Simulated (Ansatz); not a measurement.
Fermi-surface data of CoSi2 under load (space group Immm)

```
CoSi2
1.0
   -0.00651     2.65045     2.66307
    2.65045    -0.00651     2.66307
    2.64394     2.64394     0.00000
Co Si
1 2
Cartesian
  0.00000   0.00000   0.00000
  3.96591   3.96591   3.99090
  1.32197   1.32197   1.33524
```

Level of theory: PBEsol, rigid bands (plane waves, PAW, scalar-relativistic; Ansatz, an electronic-structure program). Condition of this run: uniaxial stress along [110] of 1 GPa (compression positive) (the target of the relaxation). Cell: cell and atoms relaxed with PBEsol, then loaded as said.

density of states at the Fermi level: 1.01 states/(eV·cell), both spins
bare Sommerfeld coefficient: 0.79 mJ/(mol of atoms·K²)
Drude plasma energy: 6.5 eV
root-mean-square Fermi velocity: 7.7e5 m/s
resistivity times τ: 11.7 ×10⁻²² Ω·m·s

A metal at this level (no band gap); rigid bands, thermally averaged at 300 K, both spins. Spin-orbit coupling is left out. τ is one relaxation time for all states.

Treated as nonmagnetic (a ferromagnetic start lost its moment, other orders weren't tried): CoSi2 under load (space group Immm).
